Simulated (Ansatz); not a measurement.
## Response to strain in CdTe

Consider CdTe in the zinc blende structure (space group F-43m, No. 216; a = 6.489 Å).

Strains are applied to the cell and any free atomic positions relax.

The values are results of PBEsol (Ansatz, an electronic-structure program; PAW; 420 eV plane waves; spin-orbit coupling left out), not measurements.

Candidates:
(a) isotropic strain +0.50 %
(b) isotropic strain −3.00 %
(c) isotropic strain +2.50 %

Base values:

| Item | Value |
|---|---|
| Band gap | 0.65 eV |

Question: Order them by band gap, highest first.

Answer: (b) isotropic strain −3.00 % (0.92 eV), (a) isotropic strain +0.50 % (0.61 eV), (c) isotropic strain +2.50 % (0.44 eV)

With Te present, leaving out spin-orbit coupling can change the band edges. Gaps are Kohn–Sham eigenvalue differences; semilocal functionals usually give less than the measured gap. Whether these cells are dynamically stable was not tested.
